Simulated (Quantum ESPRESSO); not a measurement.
Input and output of a self-consistent single point for InOF (P1, 12 atoms in the cell) (Quantum ESPRESSO).

Method of the run: vdW-DF2, GBRV 1.5 ultrasoft (PBE) pseudopotentials (plane waves; Quantum ESPRESSO).

```yaml
crystal:
  lattice:
    - [5.49394, 0.00000, 0.00000]
    - [-0.93576, 5.41366, 0.00000]
    - [-2.27909, -2.70683, 5.11598]
  atoms:
    - { symbol: In, position: [0.44677, 0.54098, 0.49154] }
    - { symbol: In, position: [0.05572, 0.95242, 0.49636] }
    - { symbol: In, position: [0.79349, 0.19417, 0.00144] }
    - { symbol: In, position: [0.20534, 0.80228, 0.00943] }
    - { symbol: O, position: [0.38875, 0.87787, 0.77151] }
    - { symbol: O, position: [0.14103, 0.14031, 0.28242] }
    - { symbol: O, position: [0.86802, 0.86180, 0.72142] }
    - { symbol: O, position: [0.12091, 0.61966, 0.23631] }
    - { symbol: F, position: [0.63150, 0.38023, 0.74814] }
    - { symbol: F, position: [0.13132, 0.37351, 0.75704] }
    - { symbol: F, position: [0.62817, 0.38505, 0.25605] }
    - { symbol: F, position: [0.63417, 0.87935, 0.25789] }
```

Reference input (self-consistent single point, DFT, PBEsol, plane waves, GBRV 1.5 ultrasoft (PBESOL) pseudopotentials): ecutwfc = 40 Ry; ecutrho = 200 Ry; occupations = smearing; smearing = gaussian; degauss = 0.000734986 Ry; potentials = {In: in_pbesol_v1.4.uspp.F.UPF, O: o_pbesol_v1.2.uspp.F.UPF, F: f_pbesol_v1.4.uspp.F.UPF}; K_POINTS = automatic 3 3 3 0 0 0; conv_thr = 1e-10 Ry; mixing_beta = 0.7. This run's input differs from it in these lines:

```diff
@@ -18,2 +18,3 @@
   degauss = 0.000734986,
+  input_dft = 'vdw-df2',
 /
@@ -24,5 +25,5 @@
 ATOMIC_SPECIES
-In   114.8180  in_pbesol_v1.4.uspp.F.UPF
-O     15.9990  o_pbesol_v1.2.uspp.F.UPF
-F     18.9984  f_pbesol_v1.4.uspp.F.UPF
+In   114.8180  in_pbe_v1.4.uspp.F.UPF
+O     15.9990  o_pbe_v1.2.uspp.F.UPF
+F     18.9984  f_pbe_v1.4.uspp.F.UPF
 ATOMIC_POSITIONS {angstrom}
```

Output (repeated stretches shortened):

```
     Self-consistent Calculation

     iteration #  1     ecut=    40.00 Ry     beta= 0.70

     total energy              =    -861.85868769 Ry
     estimated scf accuracy    <       4.47106156 Ry

     iteration #  2     ecut=    40.00 Ry     beta= 0.70

     total energy              =    -862.50466287 Ry
     estimated scf accuracy    <       5.99775385 Ry

     iteration #  3     ecut=    40.00 Ry     beta= 0.70

     total energy              =    -863.90056657 Ry
     estimated scf accuracy    <       0.44585849 Ry

   [... 10 blocks of this kind left out ...]

     iteration # 14     ecut=    40.00 Ry     beta= 0.70

     total energy              =    -863.96695254 Ry
     estimated scf accuracy    <          1.9E-10 Ry

     iteration # 15     ecut=    40.00 Ry     beta= 0.70
     End of self-consistent calculation

     the Fermi energy is     7.6370 ev

!    total energy              =    -863.96695254 Ry
     estimated scf accuracy    <          2.6E-11 Ry
     smearing contrib. (-TS)   =      -0.00000000 Ry
     internal energy E=F+TS    =    -863.96695254 Ry

     convergence has been achieved in  15 iterations

     Forces acting on atoms (cartesian axes, Ry/au):

     atom    1 type  1   force =     0.00914518    0.02477302    0.04562894
     atom    2 type  1   force =    -0.02091657   -0.02317637    0.04693254
     atom    3 type  1   force =     0.01645466    0.01478276   -0.01191593
     atom    4 type  1   force =     0.00895338    0.00356540   -0.03736194
     atom    5 type  2   force =    -0.00595648    0.00466088    0.01637687
   [... lines left out ...]

     Total force =     0.116035     Total SCF correction =     0.000011

          total   stress  (Ry/bohr**3)                   (kbar)     P=      107.13
   0.00074227  -0.00000784  -0.00004847          109.19       -1.15       -7.13
  -0.00000784   0.00070632  -0.00001310           -1.15      103.90       -1.93
  -0.00004847  -0.00001310   0.00073616           -7.13       -1.93      108.29

   JOB DONE.
```

The run converged in 15 iterations. Against the reference run the pressure goes from -1.89 to 10.71 GPa, the largest force goes from 1.320 to 1.449 eV/Å and the gap on the mesh goes from 1.342 to 1.399 eV.

The starting cell comes from a database of computed structures (which also holds hypothetical and non-ambient phases and stackings), without a prior relaxation at this level. Its lattice was rescaled by a random factor within 2.5 % of one. With a pressure of about 11 GPa the cell is away from its equilibrium volume at this level. Forces in this geometry exceed 1 eV/Å.

Cost on one core of a shared machine: roughly 4 min.
